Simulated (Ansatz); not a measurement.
Start from CaSnS3 in the cubic perovskite structure (space group Pm-3m, No. 221; a = 4.945 Å; a model cell, its experimental status unchecked). Axes: x, y, z lie along the cube axes.

Method: PBEsol (Ansatz, an electronic-structure program, PAW, without spin-orbit coupling).

One thing is altered: every lattice vector is stretched by 1.23 %, atoms relaxed at fixed cell.

Problem. Predict the stress tensor and what it implies for the stiffness.

Solution. Stress of the strained cell less that of the base (GPa, compression positive):
```
   -2.1     0.0     0.0
    0.0    -2.1     0.0
    0.0     0.0    -2.1
```

Then B = −ΔP/(ΔV/V₀) with ΔV/V₀ = 0.0374 gives secant stiffness values (nonlinear terms included at this strain): B ≈ 57 GPa.

As a check, the harmonic strain energy −½ V₀ Δσ:ε is 5.9 meV/atom; the computed energy rise is 6.2 meV/atom.

Whether these cells are dynamically stable was not tested. All final runs are without spin polarisation. Many cubic perovskites are stable only at high temperature; tilts and polar distortions were not tested.
